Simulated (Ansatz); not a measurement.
Given:

```xyz
6
Lattice="3.5371 0.0000 0.0000 0.0000 3.5371 0.0000 0.0000 0.0000 5.0620" Properties=species:S:1:pos:R:3 pbc="T T T"
Zr     0.0000     0.0000     0.0000
Zr     1.7685     1.7685     2.5310
O      0.0000     1.7685     1.0762
O      0.0000     1.7685     3.6072
O      1.7685     0.0000     1.4548
O      1.7685     0.0000     3.9858
```

No spin polarisation.

Computed with Kohn–Sham DFT with the r2SCAN functional, run in Ansatz (a first-principles code) with PAW and 500 eV plane waves, scalar-relativistic without spin-orbit coupling. Γ-centred 9×9×7 mesh, Fermi–Dirac width 0.05 eV.

Problem. Predict the electron mass.

Solution. 2.0 mₑ along c, 0.60 mₑ across (at Γ).

Problem. What is the computed gap character?

Solution. Indirect, A → Γ.

Load acts through the strain it causes; cell and atoms are relaxed under it. Masses are band curvatures over ±0.01 Å⁻¹ around the edge. Whether these cells are dynamically stable was not tested. Competing high-pressure phases were not computed. The cell was made from ZrO₂ (space group P4_2/nmc, No. 137) by this change: pressure 15 GPa. This is not the structure that ZrO2 has at room temperature and ambient pressure.
